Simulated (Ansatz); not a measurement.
## PtSe2 in the 2H-MoS2 type structure (space group P6_3/mmc, No. 194; a hypothetical phase, not in the database extracts checked; layered, stacked along the Cartesian z axis)

PtSe$_{2}$ is taken in the hexagonal space group P6₃/mmc (No. 194), Pearson symbol hP6. Cell: a = 3.5911 Å, b = 3.5911 Å, c = 11.2512 Å, α = 90.00°, β = 90.00°, γ = 120.00°. Pt on 2c is coordinated by 6 Se at 2.554 Å (trigonal prismatic). Se on 4f has 3 Pt at 2.554 Å (trigonal pyramidal). (Neighbours: up to the widest gap in distance over summed covalent radii, below 1.35, at either atom; cation-cation and far metal-metal contacts left out.)

All numbers come from r2SCAN+rVV10, PAW, 500 eV (Ansatz, an electronic-structure program; no spin-orbit coupling). Settings: 15×15×4 k-points, 0.05 eV Fermi–Dirac smearing.

| Property | Value |
|---|---|
| Volume per atom | 20.94 Å³ |
| Density | 9.33 g/cm³ |
| Band gap | zero |
| Total energy | -7829.145 eV/atom (σ→0; compares only within this code and set-up) |

No phonon test of stability was made. All final runs are without spin polarisation. PtSe2 has a high density of states at the Fermi level and may be magnetic at this level.
